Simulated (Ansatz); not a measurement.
A computed series for LaWN3: element substitutions

The reference is LaWN₃ (space group R3c, No. 161; a = 5.6475 Å, c = 13.7293 Å (hexagonal axes); a cell from a computed database, its experimental status unchecked).

Each row replaces one element on all its sites; cell and atoms are relaxed.

The values are results of PBEsol (Ansatz, an electronic-structure program, PAW, no spin-orbit coupling), not measurements.

```json
[
 {"variant": "base", "space group": "R3c (No. 161)", "volume per atom": "12.64 Å³"},
 {"variant": "N → F", "space group": "R-3c (No. 167)", "volume per atom": "14.12 Å³"},
 {"variant": "W → As", "space group": "R-3c (No. 167)", "volume per atom": "[?]"},
 {"variant": "W → Ru", "space group": "R3c (No. 161)", "volume per atom": "[?]"}
]
```

### Question
What belongs in the blanks?

### Answer

- W → As, volume per atom: 11.57 Å³
- W → Ru, volume per atom: 11.82 Å³

Stability against distortions was not tested. As relaxed here, LaWF3, LaAsN3 and LaRuN3 are hypothetical phases, not in the database extracts checked. No Hubbard U is applied, and correlation can decide whether such a compound is a metal. All final runs are without spin polarisation.
